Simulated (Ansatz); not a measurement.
## Au: energy against volume

Au (fcc, Fm-3m, 17.961 Å³/atom and stress up to 0.01 GPa in the relaxed cell, cube axes along x, y and z) under hydrostatic pressure, with the cell free. PBE in Ansatz, a plane-wave DFT program (PAW, default set), 420 eV, 19×19×19 Γ-centred mesh, Fermi-Dirac smearing 0.05 eV. Against the start cell, which lies near the measured one, the relaxed cell differs by 5.8 % in volume; the values below rest on it.

Here V stands for volume and E for E less E0.

| volume (Å³/atom) | E less E0 (meV/atom) | pressure (GPa) |
|---|---|---|
| 18.2353 | 1.76 | -2.00 |
| 18.0947 | 0.43 | -1.00 |
| 17.9612 | 0.00 | 0.00 |
| 17.8463 | 0.30 | 0.90 |
| 17.7009 | 1.62 | 2.10 |
| 17.4321 | 7.04 | 4.51 |
| 16.9954 | 25.06 | 9.00 |
| 16.5091 | ? | ? |

The 7 complete rows are fitted with the third-order Birch-Murnaghan form, a cubic in V^(-2/3), E against V. With u = V^(-2/3) - 0.1470, the rows have u = -0.0026584, -0.0019117, -0.0011937, -0.0005685, 0.0002323, 0.0017420, 0.0042791. Least squares gives E = 1.128 + 1929.1·u + 830741·u² + 5947171·u³. Residuals (row less fit): 0.001, -0.005, 0.001, 0.001, -0.001, -0.001, 0.000; standard error 0.003 (degrees of freedom: 3). Its minimum lies at u = -0.0011759, so V0 = (0.1458241)^(-3/2) = 17.96. There d²E/du² = 1620000 and d³E/du³ = 3.568e7, so B0 = (4/9) × 17.96^(-7/3) × 1620000 × 0.160218 = 137 GPa (the last factor turns the table's units into GPa), and B0' = 4 + (2/3) × 0.1458241 × (3.568e7)/1620000 = 6.1. B0' rests on the cubic coefficient alone and has a standard error of 0.1 from these residuals.

**Question.** Predict the withheld E at V = 16.5091 from the fit, and compare with the calculation.

**Answer.** u = 0.0072355, so E = 1.128 + 1929.1 × 0.0072355 + 830741 × 0.0072355² + 5947171 × 0.0072355³ = 60.830 meV/atom. The calculation gives 60.94 meV/atom, 0.110 meV/atom above the prediction (0.2 % of the range of E in the table). The row lies outside the fitted rows, so this is an extrapolation. The scatter of the fitted rows lies at the last printed digit.

In a metal these values are sensitive to mesh and smearing; energies are taken to zero smearing, stresses follow the free energy. Spin-orbit coupling is left out, which can shift these values for the heavy elements here. Other structures, which can take over under pressure, weren't tried. The same form fitted to the pressure column gives B0' = 6.0; series where the two differ by over 0.4 aren't shown. Rows are the converged runs of the series near zero and its far end, less any whose ions stayed unrelaxed beside relaxed ones; series whose fitted rows scatter by over a few per cent of the range, as at a crossing or softening among them, aren't shown in this form.
